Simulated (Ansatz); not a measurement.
By PBEsol, the system below comes out a metal.

A figure of merit of an interconnect metal is its ballistic conductance per area.

Data:

```
Ag
1.0
    2.90222     0.00000     0.00000
   -1.45111     2.51340     0.00000
    1.45111     0.83780     2.36965
Ag
1
Direct
  0.00000   0.00000   0.00000
```

The cell is taken as given; by PBEsol it stands under a pressure of -4.0 GPa.

The current flows along the normal of the first two printed cell vectors, the (111) plane of the conventional cell. No spin-orbit coupling; the value is a mean over 0.1 eV about the Fermi level.

Give the ballistic conductance per area that PBEsol (Ansatz, an electronic-structure program) yields.

0.87 × 10¹⁵ S/m² for both spins.
